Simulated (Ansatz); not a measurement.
Take ZrO₂ (space group Pca2_1, No. 29) as the base.

```
ZrO2
1.0
    5.32380     0.00000     0.00000
    0.00000     5.09807     0.00000
    0.00000     0.00000     5.12809
Zr O
4 8
Direct
  0.03061   0.26578   0.24988
  0.96939   0.73422   0.74988
  0.53061   0.73422   0.24988
  0.46939   0.26578   0.74988
  0.36449   0.06507   0.10466
  0.63551   0.93493   0.60466
  0.86449   0.93493   0.10466
  0.13551   0.06507   0.60466
  0.22603   0.53462   0.00146
  0.77397   0.46538   0.50146
  0.72603   0.46538   0.00146
  0.27397   0.53462   0.50146
```

Cartesian axes are those of the cell as printed.

Calculations: DFT with PBE, PAW potentials and a 420 eV plane-wave cutoff in Ansatz (a first-principles code), scalar-relativistic without spin-orbit coupling.

One thing is altered: the cell is scaled by 1.0045 in all directions, atoms relaxed at fixed cell.

Task: Predict the stress tensor and what it implies for the stiffness.

Result: Stress of the strained cell less that of the base (GPa, compression positive):
```
  -2.05    0.00    0.00
   0.00   -2.56    0.00
   0.00    0.00   -2.44
```

Then B = −ΔP/(ΔV/V₀) with ΔV/V₀ = 0.0136 gives secant stiffness values (nonlinear terms included at this strain): B (at held cell shape, above the free-shape value) ≈ 173 GPa.

Whether these cells are dynamically stable was not tested. This is not the structure that ZrO2 has at room temperature and ambient pressure.
